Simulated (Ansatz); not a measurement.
Levels about the gap of amorphous Zr$_{20}$O$_{42}$Ge (63 atoms in a cell of 815 Å³, 5.24 g/cm³; zone centre alone, so wide bands show as single levels with stretches between that a denser mesh fills), at the geometry that PBE relaxed, where it gives 1.3 GPa on a denser mesh. The participation number counts the atoms over which a state spreads; weights are charges in smoothed Voronoi cells. The levels come from a single point, so bond lengths are those of that geometry. Method of the levels: PBE, scalar-relativistic without spin-orbit coupling (Ansatz, an electronic-structure program). Sampling: the zone centre alone; Fermi-Dirac width 0.02 eV; no spin polarisation. At PBE the levels at the filled edge of the gap are localised (band-tail or defect states).

The cell was made by melting and quenching with the CHGNet potential and then relaxed with DFT. O atoms were pushed apart under 1.9 Å during the dynamics, to hinder bonds among them. The hot cell started wider than the set density and was brought back towards it in steps. It is the lowest in DFT energy of 2 quenches. It is a model cell: composition and starting density were chosen by hand, and all elements were melted together. No dispersion term was used. Its density started from a set value of 5.24 and ended at 5.24 g/cm³. The quench (nominally 380 K/ps over its main leg) was far faster than any real one, so the model tends to hold more defects than a real film. Values belong to this one cell and scatter from quench to quench. The volume was held where the preparation left it and the shape relaxed, at a PBE pressure of 1.3 GPa. Stress components on the final sampling reach 1.4 GPa.

```tsv
E - E(highest filled), eV	filling	participation number	largest on	weight O	weight Zr	weight Ge
-0.30	filled	17.6	O, 4 neighbours	0.93	0.06	0.00
-0.28	filled	19.3	O, 3 neighbours	0.94	0.06	0.00
-0.27	filled	16.6	O, 3 neighbours	0.94	0.06	0.00
-0.20	filled	19.2	O, 3 neighbours	0.94	0.06	0.00
-0.16	filled	17.9	O, 3 neighbours	0.94	0.06	0.00
-0.04	filled	10.0	O, 3 neighbours	0.95	0.05	0.00
0.00	filled	7.6	O, 2 neighbours	0.95	0.05	0.00
3.85	empty	19.2	Zr, 7 neighbours	0.35	0.65	0.00
3.90	empty	18.2	Zr, 7 neighbours	0.34	0.65	0.01
3.99	empty	33.7	Zr, 7 neighbours	0.37	0.61	0.02
4.04	empty	27.0	Zr, 7 neighbours	0.35	0.64	0.01
4.10	empty	17.6	Zr, 7 neighbours	0.34	0.65	0.02
4.13	empty	29.1	Zr, 7 neighbours	0.36	0.62	0.02
4.18	empty	25.2	Zr, 6 neighbours	0.35	0.65	0.00
```

Most localised among these is the filled level at +0.00 eV, on a O atom, which has 2 neighbours (Zr 2.02 Å, Zr 2.04 Å).
